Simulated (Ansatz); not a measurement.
A calculation on CsCl-type AuZn (cubic form, which distorts at low temperature) returned lattice constant a 3.123 Å, bulk modulus 146 GPa.

For reference: bulk modulus 131 GPa (measured, temperature not stated, not corrected to a static lattice; as tabulated in Nepal et al. (2020), arXiv:2007.11150).

Which level of theory produced these numbers?
A. PBEsol+SOC (Ansatz, a first-principles code)
B. PBE+SOC (Ansatz)
C. r²SCAN (Ansatz)
D. PBE0 (Ansatz)

A, PBEsol+SOC (Ansatz)

The others give: PBE0 3.169 Å, 124 GPa; PBE+SOC 3.180 Å, 120 GPa; r²SCAN 3.149 Å, 135 GPa.

Unless a cell is named, each level is at its own relaxed cell (PBE+SOC 16.07, PBE0 15.91, PBEsol+SOC 15.23, r²SCAN 15.61 Å³/atom).

Caveats: symmetry holds this phase in the static calculation, where it need not be a minimum (PBE0, PBE+SOC, r²SCAN, PBEsol+SOC). Ansatz's density-functional and Hartree–Fock values are scalar-relativistic unless marked +SOC, with PAW data made under PBE.
